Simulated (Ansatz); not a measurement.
Al3SiCN3 (model structure, P3m1, No. 156, 8 atoms in the cell): lattice parameter a by level of theory

No measured value is used here.

```tsv
level (code)	value (Å)
LDA (Ansatz)	…
PBE (Ansatz)	3.144
PBEsol (Ansatz)	3.126
r²SCAN (Ansatz)	3.121
```

Question: Some entries are withheld; supply them.

Answer: 
- LDA (Ansatz, a first-principles code), value (Å): 3.102

Cutoffs differ between the levels. Ansatz's density-functional and Hartree–Fock values are scalar-relativistic unless marked +SOC, with PAW data made under PBE.

A model structure was made by putting elements into a prototype or built by hand; it is no filed structure, need not be a known phase, and can be a saddle point held by its symmetry.
